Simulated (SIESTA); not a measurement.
SIESTA run on Ni₃Pb₂Se₂ (R-3m, 7 atoms in the cell): self-consistent single point

Computed with GGA PBEsol, numerical atomic orbitals DZP, PseudoDojo PBEsol standard norm-conserving potentials (rewritten from UPF to PSML) (SIESTA).

This input was run:

```
# files in the folder: Ni.psml Pb.psml Se.psml (PseudoDojo PBEsol standard)
SystemName  Ni3(PbSe)2
SystemLabel siesta

NumberOfAtoms                7
NumberOfSpecies              3
%block ChemicalSpeciesLabel
  1 28 Ni
  2 82 Pb
  3 34 Se
%endblock ChemicalSpeciesLabel
LatticeConstant              5.859833 Ang
%block LatticeVectors
     0.487445632    0.281426792    0.826556491
    -0.487445632    0.281426792    0.826556491
     0.000000000   -0.562853754    0.826556491
%endblock LatticeVectors
AtomicCoordinatesFormat      Ang
%block AtomicCoordinatesAndAtomicSpecies
     0.000000000   -1.649114500    2.421741500  1
     1.428175000    0.824557000    2.421741500  1
    -1.428175000    0.824557000    2.421741500  1
     0.000000000    0.000000000    0.000000000  2
     0.000000000   -0.000000500    7.265224500  2
     0.000000000   -0.000000723   10.500240074  3
     0.000000000   -0.000000277    4.030208926  3
%endblock AtomicCoordinatesAndAtomicSpecies

XC.functional                GGA
XC.authors                   PBEsol
PAO.BasisSize                DZP
PAO.EnergyShift              0.005 Ry
MeshCutoff                   400 Ry
%block kgrid.MonkhorstPack
    4   0   0  0.0
    0   4   0  0.0
    0   0   4  0.0
%endblock kgrid.MonkhorstPack
OccupationFunction           MP
OccupationMPOrder            0
ElectronicTemperature        1160.45 K

MaxSCFIterations             150
SCF.Mixer.Method             Pulay
SCF.Mixer.Weight             0.25
SCF.Mixer.History            6
SCF.DM.Tolerance             1.0E-04
Diag.ParallelOverK           true
WriteForces                  true
```

Output (repeated stretches shortened):

```
reinit: Reading from file input.fdf

reinit: System Name: Ni3(PbSe)2
reinit: System Label: siesta

coor:   Atomic-coordinates input format  =     Cartesian coordinates
coor:                                          (in Angstroms)

siesta: Atomic coordinates (Bohr) and species
siesta:      0.00000  -3.11637   4.57643  1        1
siesta:      2.69886   1.55819   4.57643  1        2
siesta:     -2.69886   1.55819   4.57643  1        3
siesta:      0.00000   0.00000   0.00000  2        4
siesta:      0.00000  -0.00000  13.72928  2        5
siesta:      0.00000  -0.00000  19.84258  3        6
siesta:      0.00000  -0.00000   7.61599  3        7

siesta: System type = bulk

initatomlists: Number of atoms, orbitals, and projectors:      7   129   142

siesta: ******************** Simulation parameters ****************************
redata: Spin configuration                          = none
redata: Time-Reversal Symmetry                      = T
redata: Number of Atomic Species                    =        3
redata: Mesh Cutoff                                 =   400.0000 Ry
redata: Net charge of the system                    =     0.0000 |e|
redata: Min. number of SCF Iter                     =        0
redata: Max. number of SCF Iter                     =      150
redata: SCF convergence failure will abort job
redata: SCF mix quantity                            = Hamiltonian
redata: Mix DM or H after convergence               =   F
redata: Recompute H after scf cycle                 =   F
redata: Mix DM in first SCF step                    =   T
redata: No kicks to SCF
redata: DM Mixing Weight for Kicks                  =     0.5000
redata: Require Harris convergence for SCF          =   F
redata: Harris energy tolerance for SCF             =     0.000100 eV
redata: Require DM convergence for SCF              =   T
redata: DM tolerance for SCF                        =     0.000100
   [... lines left out ...]
diag: Used triangular part                          = Lower
diag: Absolute tolerance                            =  0.100E-15
diag: Orthogonalization factor                      =  0.100E-05
diag: Memory factor                                 =  1.0000

superc: Internal auxiliary supercell:     5 x     5 x     5  =     125
superc: Number of atoms, orbitals, and projectors:    875  16125  17750

                        Single-point calculation

superc: Internal auxiliary supercell:     5 x     5 x     5  =     125
superc: Number of atoms, orbitals, and projectors:    875  16125  17750

outcell: Unit cell vectors (Ang):
        2.856350    1.649114    4.843483
       -2.856350    1.649114    4.843483
        0.000000   -3.298229    4.843483

outcell: Cell vector modules (Ang)   :    5.859833    5.859833    5.859833
outcell: Cell angles (23,13,12) (deg):     58.3457     58.3457     58.3457
outcell: Cell volume (Ang**3)        :    136.8898
new_DM -- step:     1
Initializing Density Matrix...

Attempting to read DM from file... Failed...
DM filled with atomic data:

InitMesh: MESH = 60 x 60 x 60 = 216000
InitMesh: Mesh cutoff (required, used) =   400.000   424.120 Ry

stepf: Methfessel-Paxton step function
       Using Hermite-Gauss polynomials of order  0
        iscf     Eharris(eV)        E_KS(eV)     FreeEng(eV)     dDmax    Ef(eV) dHmax(eV)
   scf:    1   -24044.855442   -24062.892084   -24062.921407  1.937762 -3.293757 12.106336
   scf:    2   -24039.129539   -24063.630824   -24063.641923  0.484033 -4.772449 10.431853
   scf:    3   -24072.522743   -24070.621635   -24070.638057  0.163679 -4.120302  1.727191
   scf:    4   -24070.065188   -24070.595364   -24070.621769  0.131760 -3.990471  1.974253
   scf:    5   -24070.895230   -24070.817253   -24070.839361  0.032987 -4.097019  0.330643
   scf:    6   -24070.821048   -24070.823101   -24070.844389  0.010017 -4.127894  0.093520
   scf:    7   -24070.823760   -24070.823510   -24070.844937  0.001459 -4.123981  0.045515
   scf:    8   -24070.823496   -24070.823558   -24070.845116  0.001388 -4.120965  0.009730
   scf:    9   -24070.823517   -24070.823541   -24070.845118  0.000297 -4.120496  0.012202
   scf:   10   -24070.823528   -24070.823536   -24070.845122  0.000426 -4.120368  0.001392
   scf:   11   -24070.823539   -24070.823538   -24070.845123  0.000098 -4.120387  0.000524
SCF Convergence by DM+H criterion
max |DM_out - DM_in|         :     0.0000983635
max |H_out - H_in|      (eV) :     0.0005243350
SCF cycle converged after 11 iterations

Using DM_out to compute the final energy and forces

siesta: E_KS(eV) =           -24070.8235

siesta: E_KS - E_eggbox =    -24070.8235

siesta: Atomic forces (eV/Ang):
     1    0.000000    0.000001   -0.000000
     2    0.000000   -0.000000   -0.000000
     3   -0.000000   -0.000000   -0.000000
     4   -0.000000   -0.000000   -0.000000
     5    0.000000   -0.000000    0.000000
     6   -0.000000   -0.000001   -0.602180
     7    0.000000    0.000001    0.602179
   Tot   -0.000000   -0.000000   -0.000002
   Max    0.602180
   Res    0.185837    sqrt( Sum f_i^2 / 3N )
   Max    0.602180    constrained

Stress tensor Voigt[x,y,z,yz,xz,xy] (kbar):       33.16       33.16       14.24       -0.00        0.00       -0.00
(Free)E + p*V (eV/cell)   -24073.1395
Target enthalpy (eV/cell)   -24070.8451

siesta: Program's energy decomposition (eV):
siesta: Ebs     =     -3707.630233
siesta: Eions   =     28794.165632
siesta: Ena     =      1721.425259
siesta: Ekin    =     12631.828470
siesta: Enl     =     -5608.199228
siesta: Eso     =         0.000000
siesta: Edftu   =         0.000000
siesta: DEna    =        71.549783
siesta: DUscf   =         1.312554
siesta: DUext   =         0.000000
siesta: Ex      =     -3849.134014
siesta: Ec      =      -245.440730
siesta: Exc     =     -4094.574744
siesta: Eharris =    -24070.823539
siesta: Etot    =    -24070.823538
siesta: FreeEng =    -24070.845123

siesta: Atomic forces (eV/Ang):
siesta:      1    0.000000    0.000001   -0.000000
siesta:      2    0.000000   -0.000000   -0.000000
siesta:      3   -0.000000   -0.000000   -0.000000
siesta:      4   -0.000000   -0.000000   -0.000000
siesta:      5    0.000000   -0.000000    0.000000
siesta:      6   -0.000000   -0.000001   -0.602180
siesta:      7    0.000000    0.000001    0.602179
siesta: ----------------------------------------
siesta:    Tot   -0.000000   -0.000000   -0.000002

siesta: Stress tensor (static) (eV/Ang**3):
siesta:     0.020697   -0.000000    0.000000
siesta:    -0.000000    0.020697   -0.000000
siesta:     0.000000   -0.000000    0.008889

siesta: Cell volume =        136.889841 Ang**3

siesta: Pressure (static):
siesta:                Solid            Molecule  Units
siesta:          -0.00018255         -0.00007922  Ry/Bohr**3
siesta:          -0.01676052         -0.00727327  eV/Ang**3
siesta:         -26.85331647        -11.65306516  kBar
```

The run converged in 11 iterations.

The starting cell comes from a database of computed structures (which also holds hypothetical and non-ambient phases and stackings), without a prior relaxation at this level. Spin polarisation is off, so a magnetic state, if there is one, cannot be reached. Values carry the incompleteness of an atom-centred basis.

Cost on one core of a shared machine: roughly 80 s.
